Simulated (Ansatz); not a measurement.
The parent structure is KF in the rock salt structure (space group Fm-3m, No. 225; a = 5.421 Å).

The change: every lattice vector is shortened by 0.50 %; the atoms relax in the strained cell.

All numbers come from PBE/PAW in Ansatz (a first-principles code), no spin-orbit coupling.

Base, band edges from the VBM (valence, conduction): X -0.07, 8.17; W -0.17, 9.59; L -0.31, 8.90; Γ 0.00, 5.96; K -0.19, 8.86; U -0.19, 8.86 eV.

**Question.** Give the band edges at the high-symmetry points of the new zone, measured from its valence-band maximum.

**Answer.** 
```csv
point,valence edge (eV),conduction edge (eV)
Γ,0.00,6.04
X,-0.06,8.19
U,-0.19,8.89
K,-0.19,8.89
L,-0.33,8.96
W,-0.17,9.64
```

The gap is 6.04 eV, direct at Γ.

No phonon test of stability was made.
